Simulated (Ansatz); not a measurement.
Free (110) slabs of germanium with H on every dangling bond of both faces, in Ansatz (plane waves, PAW), at the bulk's in-plane lattice; atoms relaxed with PBE, other levels single points on them (HSE06 on coarser meshes). Band gaps and levels are read on the runs' k-meshes; no spin-orbit coupling. A dash marks a level that was not run or shows no clear gap.

| atomic planes | thickness (Å) | PBE gap (eV) | valence edge under vacuum (eV) | conduction edge under vacuum (eV) | r2SCAN gap (eV) | HSE06 gap (eV) |
|---|---|---|---|---|---|---|
| 2 | 1.9 | 1.74 | 4.93 | 3.19 | 2.05 | 2.50 |
| 8 | 14.1 | 0.42 | 4.30 | 3.88 | 0.68 | 1.16 |
| 10 | 18.2 | 0.30 | 4.27 | 3.97 | 0.62 | … |
| 12 | 22.3 | 0.20 | 4.26 | 4.06 | 0.52 | – |
| 16 | 30.4 | – | – | – | … | – |
| 20 | 38.6 | – | – | – | 0.29 | – |
| 24 | 46.7 | – | – | – | 0.23 | – |

Question: Some entries are withheld; supply them.

Answer: 
- 10, HSE06 gap (eV): 1.01
- 16, r2SCAN gap (eV): 0.38

Ansatz is a program for electronic structure.
